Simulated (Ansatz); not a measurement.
Start from Al2O3 in the corundum structure (space group R-3c, No. 167; a = 4.774 Å, c = 13.015 Å (hexagonal axes)). Axes: x lies along a and z along c of the hexagonal cell.

Perturbation: biaxial strain +2.25 %, plane normal [001], relaxed out of plane (Cartesian); in-plane vectors clamped, the third vector and the atoms free.

Method: PBEsol in Ansatz (plane waves to 420 eV, PAW, spin-orbit coupling left out).

Base, band edges from the VBM (valence, conduction): Γ 0.00, 6.03; F -0.25, 9.42; S₂ -0.28, 9.34; S₀ -0.28, 9.34; L -0.27, 9.26; H₀ -0.50, 9.52; H₂ -0.50, 9.52; T -0.37, 8.47 eV.

**Question.** Give the band edges at the high-symmetry points of the new zone, measured from its valence-band maximum.

**Answer.** 
| point | valence edge (eV) | conduction edge (eV) |
|---|---|---|
| Γ | 0.00 | 5.35 |
| T | -0.64 | 7.78 |
| H₂ | -0.66 | 8.94 |
| H₀ | -0.66 | 8.94 |
| L | -0.37 | 8.57 |
| S₀ | -0.41 | 8.69 |
| S₂ | -0.41 | 8.69 |
| F | -0.36 | 8.75 |

The gap is 5.35 eV, direct at Γ.

No phonon test of stability was made.

Ansatz is a first-principles code.
